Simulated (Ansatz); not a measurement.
```xyz
2
Lattice="0.0000 2.8328 2.8611 2.8328 0.0000 2.8611 2.8328 2.8328 0.0000" Properties=species:S:1:pos:R:3 pbc="T T T"
Zn     0.0000     0.0000     0.0000
Se     1.4164     1.4164     1.4306
```

No spin polarisation.

Computed with r2SCAN, PAW, 500 eV (Ansatz, a first-principles code; no spin-orbit coupling). k-mesh 10×10×10 (Γ-centred); smearing 0.05 eV (Fermi–Dirac).

Question: What band gap does the calculation give?

Answer: 1.81 eV.

Question: Estimate the electron mass.

Answer: 0.12 mₑ (at Γ).

The cells carry an imposed strain or load. Effective masses come from finite differences of ±0.01 Å⁻¹. Whether these cells are dynamically stable was not tested. The cell was made from ZnSe in the zinc blende structure (space group F-43m, No. 216) by this change: uniaxial strain ε_zz = +1.00 %.
